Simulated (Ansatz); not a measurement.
## Response to strain in Mg

The reference is Mg (space group P6/mmm, No. 191; a model cell, its experimental status unchecked; relaxed with 0.1 eV smearing).

```
CELL_PARAMETERS angstrom
      5.07955     0.00000     0.00000
     -2.53977     4.39902     0.00000
      0.00000     0.00000     3.06537
ATOMIC_POSITIONS crystal
  Mg 0.00000 0.00000 0.00000
  Mg 0.33333 0.66667 0.50000
  Mg 0.66667 0.33333 0.50000
```

Cartesian axes are those of the cell as printed.

Strains are applied to the cell and any free atomic positions relax; under biaxial strain the out-of-plane vector relaxes too.

Level of theory: PBEsol, PAW, 420 eV (Ansatz, a program for electronic structure; no SOC).

Notes on the quantities. energy relative to the base: free energy F; pressure: mean of the normal stresses, compression positive.

| variant | energy relative to the base | volume per atom | pressure | space group |
|---|---|---|---|---|
| base | 0 meV/atom | 22.83 Å³ | 0.0 GPa | P6/mmm (No. 191) |
| biaxial strain −1.75 %, plane normal [001], relaxed out of plane | – | 22.19 Å³ | 1.1 GPa | P6/mmm (No. 191) |
| isotropic strain −1.40 % | +4.6 meV/atom | 21.89 Å³ | 1.6 GPa | P6/mmm (No. 191) |
| uniaxial strain ε_yy = +0.72 % | +0.2 meV/atom | 23.00 Å³ | -0.2 GPa | Cmmm (No. 65) |
| uniaxial strain ε_yy = +2.11 % | +1.8 meV/atom | 23.31 Å³ | -0.7 GPa | Cmmm (No. 65) |
| uniaxial strain ε_zz = −1.35 % | +1.1 meV/atom | 22.52 Å³ | 0.5 GPa | P6/mmm (No. 191) |

Whether these cells are dynamically stable was not tested. This is not the structure that Mg has at room temperature and ambient pressure.
